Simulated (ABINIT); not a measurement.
A self-consistent single point of Rb (Im-3m, 1 atom in the cell) with ABINIT.

Method: LDA (PW92), PAW (JTH v2.0 LDA PAW) (plane waves; ABINIT).

```
CELL_PARAMETERS angstrom
     -2.82500     2.82500     2.82500
      2.82500    -2.82500     2.82500
      2.82500     2.82500    -2.82500
ATOMIC_POSITIONS crystal
  Rb 0.00000 0.00000 0.00000
```

Reference input (self-consistent single point, DFT, PBE, plane waves, PAW (JTH v2.0 PBE PAW)): pseudos = [Rb.GGA_PBE-JTH.xml]; ecut = 544 eV; pawecutdg = 1088 eV; pawxcdev = 0; ixc = 11; occopt = 3; tsmear = 0.05 eV; ngkpt = 11 11 11; nshiftk = 1; shiftk = 0 0 0; potentials = JTH v2.0 PBE PAW; nband = 10. This run's input differs from it in these lines:

```diff
@@ -1,4 +1,4 @@
-# Rb, JTH v2.0 PBE PAW
+# Rb, JTH v2.0 LDA PAW
 pp_dirpath "./"
-pseudos "Rb.GGA_PBE-JTH.xml"
+pseudos "Rb.LDA_PW-JTH.xml"
 acell 3*1.0
@@ -16,3 +16,3 @@
 pawxcdev 0
-ixc 11
+ixc 7
 occopt 3
```

Its files differ too (potentials: JTH v2.0 PBE PAW → JTH v2.0 LDA PAW).

Output (repeated stretches shortened):

```
--- !BeginCycle
solver: {iscf: 17, nstep: 100, nline: 4, wfoptalg: 10, }
tolerances: {tolvrs: 1.00E-10, }
...

     iter   Etot(hartree)      deltaE(h)  residm     nres2
 ETOT  1  -24.461646661146    -2.446E+01 4.544E-02 9.670E-02
 ETOT  2  -24.489389394421    -2.774E-02 2.448E-03 7.046E-02
 ETOT  3  -24.489183042398     2.064E-04 7.670E-04 2.230E-02
 ETOT  4  -24.489119012966     6.403E-05 2.869E-04 2.970E-03
 ETOT  5  -24.489121673293    -2.660E-06 1.398E-04 8.360E-04
   [... 3 lines left out ...]
 ETOT  9  -24.489117591326    -1.573E-10 5.521E-05 2.690E-09
 ETOT 10  -24.489117591360    -3.414E-11 7.795E-05 1.887E-09
 ETOT 11  -24.489117591354     6.196E-12 2.107E-05 1.166E-10
 ETOT 12  -24.489117591354     2.096E-13 2.709E-05 4.578E-13
 At SCF step   12       nres2   =  4.58E-13 < tolvrs=  1.00E-10 =>converged.

 Cartesian components of stress tensor (hartree/bohr^3)
  sigma(1 1)=  1.37753661E-05  sigma(3 2)=  0.00000000E+00
  sigma(2 2)=  1.37753661E-05  sigma(3 1)=  0.00000000E+00
  sigma(3 3)=  1.37753661E-05  sigma(2 1)=  0.00000000E+00

 ----iterations are completed or convergence reached----

 reduced coordinates (array xred) for    1 atoms
       0.000000000000      0.000000000000      0.000000000000
 cartesian forces (eV/Angstrom) at end:
    1     -0.00000000000000    -0.00000000000000    -0.00000000000000
 frms,max,avg= 0.0000000E+00 0.0000000E+00   0.000E+00  0.000E+00  0.000E+00 e/A
 length scales=  1.000000000000  1.000000000000  1.000000000000 bohr
              =  0.529177208590  0.529177208590  0.529177208590 angstroms
   [... lines left out ...]
 Fermi (or HOMO) energy (hartree) =  -0.01484   Average Vxc (hartree)=  -0.21237
   [... lines left out ...]
'-kT*entropy'       : -2.36661667632670E-04
total_energy        : -2.44891170465862E+01
total_energy_eV     : -6.66382764347127E+02
...

-Cartesian components of stress tensor (GPa)         [Pressure= -4.0529E-01 GPa]
- sigma(1 1)=  4.05285193E-01  sigma(3 2)=  0.00000000E+00
- sigma(2 2)=  4.05285193E-01  sigma(3 1)=  0.00000000E+00
- sigma(3 3)=  4.05285193E-01  sigma(2 1)=  0.00000000E+00

 Calculation completed.
```

The run converged in 12 iterations. Against the reference run the pressure goes from 0.03 to -0.41 GPa.

The starting cell has typed, rounded lattice constants, without a prior relaxation at this level.

Cost on one core of a shared machine: roughly 60 s.
